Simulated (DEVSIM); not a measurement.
Si p-n junction from an implanted or diffused profile

Structure: Si p-n junction from an implanted or diffused profile, at 300 K.

| layer (left to right) | material | thickness (μm) | Nd (cm⁻³) | τn (s) | τp (s) |
|---|---|---|---|---|---|
| 1 | Si | 23.0 | 2.6e16 | 7.2e-5 | 7.2e-5 |

Added acceptor profile: 1.9e18 cm⁻³ × exp(−(x − 0.025 μm)²/(2·(0.21 μm)²)). Left contact: ohmic. Right contact: ohmic. Voltage is applied to the left contact. Recombination: SRH at mid-gap, radiative. Mobility is μmin + (μ − μmin)/(1 + (N/Nref)^α).

The device is made up for the run: typed textbook-type constants, with dimensions and the other settings drawn at random. Values at 300 K.

```csv
parameter,Si
gap (eV),1.124
affinity (eV),4.05
permittivity,11.7
Nc (cm⁻³),2.86e19
Nv (cm⁻³),3.1e19
μn (cm²/Vs),1417
μp (cm²/Vs),470
"μn,min",52
"μp,min",45
"Nref,n",9.7e16
"Nref,p",2.2e17
αn,0.68
αp,0.72
B (cm³/s),4.7e-15
```

Model (solved in DEVSIM): 1D drift-diffusion, Boltzmann statistics, complete ionisation; no tunnelling, impact ionisation, image-force lowering or self-heating.

```json
{
  "potential_step_across_the_device_at_zero_bias": "0.870 V",
  "Dark forward voltage at 1 A/cm²": "0.671 V",
  "Dark forward voltage at 100 A/cm²": "0.812 V"
}
```

Dark forward current:

(V (V), J (A/cm²)): (0.05, 7.8e-11); (0.10, 4.2e-10); (0.15, 2.3e-9); (0.20, 1.4e-8); (0.25, 9.2e-8); (0.30, 6.2e-7); (0.35, 4.2e-6); (0.40, 2.9e-5); (0.45, 0.00020); (0.50, 0.0014); (0.60, 0.066); (0.65, 0.46); (0.70, 3.0); (0.75, 18); (0.80, 77); (0.85, 240); (0.90, 540); (0.95, 1000); (1.00, 1700); (1.05, 2600)

Small-signal capacitance in reverse bias (quasi-static):

| V (V) | C (nF/cm²) |
|---|---|
| -0.4 | 33.2 |
| -1 | 28.0 |
| -2 | 23.2 |
| -3 | 20.3 |
| -4 | 18.3 |
| -6 | 15.7 |
| -8 | 14.0 |
| -10 | 12.7 |
